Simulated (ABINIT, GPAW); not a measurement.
An ABINIT input for a self-consistent single point of GaN (Fm-3m, 2 atoms in the cell) (DFT, LDA (PW92), plane waves, norm-conserving pseudopotentials (PseudoDojo nc-sr-04 LDA standard)):

```
# GaN, PseudoDojo nc-sr-04 LDA standard
pp_dirpath "./"
pseudos "Ga.upf, N.upf"
acell 5.7063649636 5.7063649636 5.7063649636
rprim
         0.0000000000    0.7071067812    0.7071067812
         0.7071067812    0.0000000000    0.7071067812
         0.7071067812    0.7071067812    0.0000000000
natom 2
ntypat 2
znucl 31 7
typat 1 2
xred
         0.0000000000    0.0000000000    0.0000000000
         0.5000000000    0.5000000000    0.5000000000
ecut 1143 eV
occopt 3
tsmear 0.05 eV
nband 14
kptopt 1
ngkpt 9 9 9
nshiftk 1
shiftk 0 0 0
nstep 50
toldfe 1.0e-09
prtwf 0
prtden 0
prtvol 1
```

Question: Give the GPAW input for the same structure, mesh, smearing and functional.

Answer: One input that does it (others would too):

```python
from ase import Atoms
from ase.units import GPa
from gpaw import GPAW, PW, FermiDirac

atoms = Atoms(['Ga', 'N'],
              cell=[[0.000000, 2.135235, 2.135235],
                    [2.135235, 0.000000, 2.135235],
                    [2.135235, 2.135235, 0.000000]],
              scaled_positions=[[0.000000, 0.000000, 0.000000],
                                [0.500000, 0.500000, 0.500000]],
              pbc=True)

calc = GPAW(mode=PW(900),
            xc='LDA',
            kpts=(9, 9, 9),
            occupations=FermiDirac(0.05),
            nbands=-4,
            convergence={'density': 1e-05, 'bands': -2},
            symmetry={'symmorphic': False, 'tolerance': 0.0005},
            maxiter=120,
            txt='-')

atoms.calc = calc

energy = atoms.get_potential_energy()
print('Energy (eV):', round(energy, 6))
forces = atoms.get_forces()
print('Forces (eV/Ang):')
print(forces.round(5))
stress = atoms.get_stress()
print('Stress (GPa, Voigt):', (stress / GPa).round(4))
```

Basis, cutoffs, solver keys and any potentials are the target program's own. This input uses DFT LDA (Perdew-Wang 92), plane waves, GPAW PAW datasets LDA (gpaw-data 1.0.1). LDA parametrisations can differ slightly between programs. Both were run: gap on the mesh 0.458 eV in ABINIT and 0.456 in GPAW.

On GPAW: the starting cell comes from a database of computed structures (which also holds hypothetical and non-ambient phases and stackings), without a prior relaxation at this level.

On ABINIT: the starting cell comes from a database of computed structures (which also holds hypothetical and non-ambient phases and stackings), without a prior relaxation at this level. With a pressure of about -14 GPa the cell is away from its equilibrium volume at this level.
